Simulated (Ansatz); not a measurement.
Where the default PAW files enter, the runs use the earlier of Ansatz's two default sets.

The decay constant κ of evanescent states in the gap governs leakage through a thin film.

Input:

```xyz
24
Lattice="5.4591 0.0000 0.0000 0.0000 9.1942 0.0000 0.0000 0.0000 5.1491" Properties=species:S:1:pos:R:3 pbc="T T T"
Ti     3.2614     3.4113     0.7101
Ti     2.1977     5.7829     4.4390
Ti     0.5318     5.7829     1.8644
Ti     4.9273     3.4113     3.2847
Ti     2.1977     1.1858     3.2847
Ti     3.2614     8.0084     1.8644
Ti     4.9273     8.0084     4.4390
Ti     0.5318     1.1858     0.7101
O      3.3301     2.4798     2.3928
O      2.1290     6.7144     2.7563
O      0.6006     6.7144     0.1817
O      4.8586     2.4798     4.9674
O      2.1290     2.1173     4.9674
O      3.3301     7.0769     0.1817
O      4.8586     7.0769     2.7563
O      0.6006     2.1173     2.3928
O      0.8124     0.0964     4.2049
O      4.6467     9.0978     0.9442
O      3.5419     9.0978     3.5188
O      1.9172     0.0964     1.6304
O      4.6467     4.5007     1.6304
O      0.8124     4.6935     3.5188
O      1.9172     4.6935     0.9442
O      3.5419     4.5007     4.2049
```

Space group of this cell: Pbca. The cell is taken as given; by r2SCAN its mean pressure is -1.1 GPa.

Transport runs along the normal of the first two printed cell vectors.

No gap correction and no spin-orbit coupling; mid-gap values are interpolated between computed energies.

Problem. Give the band gap and the smallest decay constant κ at mid-gap that r2SCAN (Ansatz, a program for electronic structure) yields.

Solution. Gap 2.67 eV on a 6×4×6 mesh; κ = 0.367 1/Å, at the zone centre.
